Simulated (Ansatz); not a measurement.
# SiC: isotropic strain +1.00 %

Consider SiC in the zinc blende structure (space group F-43m, No. 216; a = 4.3563 Å).

Now apply this change: every lattice vector is stretched by 1.00 %; the atoms relax in the strained cell.

The values are results of r2SCAN/PAW in Ansatz (a program for electronic structure), without spin-orbit coupling, not measurements. k-mesh 13×13×13 (Γ-centred); smearing 0.05 eV (Fermi–Dirac).

```csv
quantity,base,changed,shift
space group,F-43m (No. 216),F-43m (No. 216),–
energy relative to the base (free energy F),0 meV/atom,+6.4 meV/atom,+6.4 meV/atom
band gap,1.71 eV,1.73 eV,+0.02 eV
gap character,"indirect, Γ → X","indirect, Γ → X",–
smallest direct gap,5.05 eV,5.01 eV,-0.04 eV
mean gap deformation potential ΔEg/Δln V,–,+0.6 eV,–
electron mass,"0.64 mₑ along k, 0.23 mₑ across (at X)","0.65 mₑ along k, 0.23 mₑ across (at X)",–
"hole mass (degenerate bands, along [100])","0.35, 0.57, 0.57 mₑ (at Γ)","0.34, 0.57, 0.57 mₑ (at Γ)",–
```

Final structure:

```yaml
crystal:
  lattice:
    - [0.00000, 2.19995, 2.19995]
    - [2.19995, 0.00000, 2.19995]
    - [2.19995, 2.19995, 0.00000]
  atoms:
    - { symbol: Si, position: [0.00000, 0.00000, 0.00000] }
    - { symbol: C, position: [0.25000, 0.25000, 0.25000] }
```

Masses are band curvatures over ±0.01 Å⁻¹ around the edge. Along k means along the line from Γ to the band edge. Whether these cells are dynamically stable was not tested.
